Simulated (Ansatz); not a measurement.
Take SrTiO₃ in the cubic perovskite structure (space group Pm-3m, No. 221; a = 3.8914 Å) as the base.

Method: PBEsol (Ansatz, a quantum-chemistry and plane-wave program, PAW, scalar-relativistic without spin-orbit coupling), earlier PAW set.

One change was made to it. Results:

The band gap changes from 1.86 eV to zero; the volume per atom decreases by 0.723 Å³, from 11.79 Å³ to 11.06 Å³.

Task: What was done to the base?
A. O → Se
B. Ti → V
C. Ti → Sc

Result: B, Ti → V. For comparison, the volume per atom in the other runs: Ti → Sc gives 13.56 Å³; O → Se gives 24.29 Å³.

The magnetic state is the one reached from the starting moments; the real material's order can differ, and small cells can't hold many antiferromagnetic ones. No phonon test of stability was made. As relaxed here, SrTiSe3 is a hypothetical phase, not in the database extracts checked. For SrScO3 in this form, whether it has been made was not checked. Seeded moments were not kept for Ti → V. No Hubbard U is applied, and correlation can decide whether such a compound is a metal. Spin-polarised in the final run: SrScO3; the other runs are not. An odd electron count without spin: SrVO3. Many cubic perovskites are stable only at high temperature; tilts and polar distortions were not tested. SrTiSe3 has a high density of states at the Fermi level and may be magnetic at this level.
